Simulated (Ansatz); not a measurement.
Partial pair distribution functions of a relaxed model of amorphous Ge₁₉Se₃₈Cu₃, broadened by 0.06 Å; density 4.73 g/cm³. All values below come from PBE-D3(BJ), scalar-relativistic without spin-orbit coupling, PAW (Ansatz default set, large-core Se) (plane waves to 420 eV; Ansatz, a program for electronic structure).

A CHGNet melt-quench gave the starting glass, which DFT then relaxed. The hot cell started wider than the set density and was brought back towards it in steps. It is the lowest in DFT energy of 3 quenches. It is a model cell: composition and starting density were chosen by hand, and all elements were melted together. The geometry includes D3(BJ) dispersion. Its density started from a set value of 4.33 and ended at 4.73 g/cm³. The quench (nominally 89 K/ps over its main leg) was far faster than any real one, so the model tends to hold more defects than a real film. One small periodic cell is one sample of the glass; other quenches scatter about these values. Volume and shape were free in the relaxation.

| r (Å) | g Ge-Se | g Se-Cu | g Ge-Ge | g Se-Se |
|---|---|---|---|---|
| 2.15 | 0.01 | 0.01 | 0.00 | 0.00 |
| 2.25 | 0.77 | 0.65 | 0.00 | 0.00 |
| 2.35 | 5.90 | 5.15 | 0.00 | 0.18 |
| 2.45 | 7.52 | 7.73 | 0.00 | 0.62 |
| 2.55 | 3.67 | 3.60 | 0.00 | 0.44 |
| 2.65 | 1.66 | 2.32 | 0.00 | 0.17 |
| 2.75 | 0.34 | 0.69 | 0.00 | 0.12 |
| 2.85 | 0.13 | 0.02 | 0.00 | 0.31 |
| 2.95 | 0.13 | 0.00 | 0.01 | 0.29 |
| 3.05 | 0.14 | 0.00 | 0.24 | 0.43 |
| 3.15 | 0.36 | 0.00 | 0.93 | 0.93 |
| 3.25 | 0.65 | 0.00 | 1.14 | 0.88 |
| 3.35 | 0.76 | 0.08 | 1.38 | 0.95 |
| 3.45 | 1.02 | 0.58 | 0.90 | 1.52 |
| 3.55 | 0.94 | 0.56 | 1.69 | 1.64 |
| 3.65 | 0.71 | 0.54 | 2.49 | 2.00 |
| 3.75 | 1.07 | 0.49 | 2.85 | 2.04 |
| 3.85 | 0.88 | 0.71 | 1.86 | 2.09 |
| 3.95 | 1.02 | 1.95 | 1.43 | 2.44 |
| 4.05 | 1.16 | 1.16 | 1.19 | 2.40 |
| 4.15 | 0.65 | 0.64 | 0.50 | 1.93 |
| 4.25 | 0.52 | 1.12 | 0.76 | 1.16 |
| 4.35 | 0.79 | 0.56 | 0.91 | 0.77 |
| 4.45 | 0.63 | 1.05 | 0.52 | 0.44 |
| 4.55 | 0.82 | 1.79 | 0.63 | 0.42 |
| 4.65 | 0.94 | 0.90 | 0.51 | 0.49 |
| 4.75 | 1.05 | 0.33 | 0.11 | 0.62 |
| 4.85 | 0.95 | 0.98 | 0.04 | 0.74 |
| 4.95 | 0.87 | 1.29 | 0.69 | 0.62 |
| 5.05 | 1.02 | 0.89 | 1.40 | 0.59 |
| 5.15 | 0.99 | 1.35 | 0.81 | 0.59 |
| 5.25 | 1.13 | 1.04 | 0.79 | 0.89 |
| 5.35 | 0.87 | 0.91 | 0.70 | 1.05 |
| 5.45 | 1.18 | 0.98 | 1.07 | 0.95 |

Within 2.84 Å each Ge has 3.58 Se neighbours on average.
